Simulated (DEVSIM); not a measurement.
Device: Ru/TiO2/n-InP capacitor, at 300 K.

```csv
layer (left to right),material,thickness (nm),Nd (cm⁻³)
1,TiO2,19.0,-
2,InP,1700,1.3e17
```

Metal gate on the left, work function 4.7 eV. Fixed charge at the semiconductor interface 0 cm⁻² (in units of +e); no interface traps.

This is a model device: material constants are rounded textbook-type values typed into the input, and sizes, dopings and lifetimes were drawn at random. Values at 300 K.

| parameter | TiO2 | InP |
|---|---|---|
| gap (eV) | 3.2 | 1.344 |
| affinity (eV) | 3.9 | 4.38 |
| permittivity | 60 | 12.5 |
| Nc (cm⁻³) | - | 5.7e17 |
| Nv (cm⁻³) | - | 1.1e19 |

Simulated with DEVSIM: 1D Poisson equation in equilibrium, Boltzmann statistics, complete ionisation; no quantum confinement or tunnelling. Metal contacts follow the ideal Schottky-Mott rule: no Fermi-level pinning, no interface dipoles.

Question: Give the band bending (positive: bands bend down) and minority sheet density.

Answer: 
```csv
Vg (V),ψs (V),minority carriers (cm⁻²)
-1.1,-1.275,3.6e11
-0.8,-1.006,< 1e8
-0.5,-0.718,< 1e8
-0.2,-0.433,< 1e8
0.1,-0.154,< 1e8
```
